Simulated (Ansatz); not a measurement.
The starting structures come from a database of crystals and need not be the phases stable at ambient conditions.

 Where the default PAW files enter, the runs use the earlier of Ansatz's two default sets.

Tunnelling through a barrier is set by its complex band structure: the current falls as exp(−2κd) with the smallest κ.

Data:

```
CELL_PARAMETERS angstrom
      5.90215     0.00000     0.00000
      0.00000     5.99506     0.00000
      0.00000     2.27380     5.56650
ATOMIC_POSITIONS crystal
  Fe 0.98293 0.69740 0.30121
  Fe 0.01707 0.30260 0.69879
  Fe 0.48293 0.80260 0.69879
  Fe 0.51707 0.19740 0.30121
  Sb 0.36796 0.63041 0.14754
  Sb 0.63204 0.36959 0.85246
  Sb 0.86796 0.86959 0.85246
  Sb 0.13204 0.13041 0.14754
  S  0.36268 0.17083 0.64167
  S  0.63732 0.82917 0.35833
  S  0.86268 0.32917 0.35833
  S  0.13732 0.67083 0.64167
```

Space group of this cell: P2_1/c. The cell is taken as given.

Transport runs along the normal of the first two printed cell vectors.

The gap is the functional's own. No spin-orbit coupling. Mid-gap values are interpolated on the energy grid.

Q: Estimate the band gap and the smallest decay constant κ at mid-gap that Ansatz (a first-principles code) with r2SCAN returns for this system.

A: Gap 0.84 eV on a 6×6×6 mesh; κ = 0.195 1/Å, at (0.000, 0.333) of the in-plane reciprocal vectors. At the zone centre, at the nearest computed energy, the slowest state has κ = 0.26 1/Å.
